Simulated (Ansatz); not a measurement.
The reference is MgS in the rock salt structure (space group Fm-3m, No. 225; a = 5.182 Å). Axes: x, y, z lie along the cube axes.

Level of theory: Ansatz (a first-principles code) PBEsol, no spin-orbit coupling.

Base values:

- Band gap = 2.73 eV
- Valence-band top at Γ = 0.00, 0.00, 0.00 eV

Now apply this change: the cell is compressed by 4.01 % along z with no lateral relaxation; the atoms relax in the strained cell.

### Question
What happens to the band gap?

### Answer
The band gap shrinks by 0.113 eV (2.73 eV → 2.61 eV).

### Question
What happens to the valence-band top at Γ?

### Answer
The valence-band top at Γ (three highest levels, from the VBM) changes from 0.00, 0.00, 0.00 eV to 0.00, 0.00, -0.19 eV.

Whether these cells are dynamically stable was not tested.
